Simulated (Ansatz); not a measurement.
SrAlHO2 (model structure, started from the SrVO2H type, P4/mmm, No. 123, 5 atoms in the cell)

Calculation: G0W0@PBEsol+SOC (Ansatz, an electronic-structure program, hard PAW, contour deformation, complete-basis limit, spin–orbit shift from PBEsol).

Settings: largest k mesh 6×6×6 (not extrapolated in the mesh).

Cell (relaxed with PBEsol):

```yaml
crystal:
  lattice:
    - [3.77419, 0.00000, 0.00000]
    - [0.00000, 3.77419, 0.00000]
    - [0.00000, 0.00000, 3.65821]
  atoms:
    - { symbol: Sr, position: [0.50000, 0.50000, 0.50000] }
    - { symbol: Al, position: [0.00000, 0.00000, 0.00000] }
    - { symbol: O, position: [0.50000, 0.00000, 0.00000] }
    - { symbol: O, position: [0.00000, 0.50000, 0.00000] }
    - { symbol: H, position: [0.00000, 0.00000, 0.50000] }
```

| Quantity | Result |
|---|---|
| band gap | 5.87 eV |

Note: spin–orbit coupling enters as the shift of the gap found with a semilocal functional; the relaxation could raise the start's symmetry but not lower it, so the cell can be a saddle point.

A model structure was made by putting elements into a prototype or built by hand; it is no filed structure, need not be a known phase, and can be a saddle point held by its symmetry.
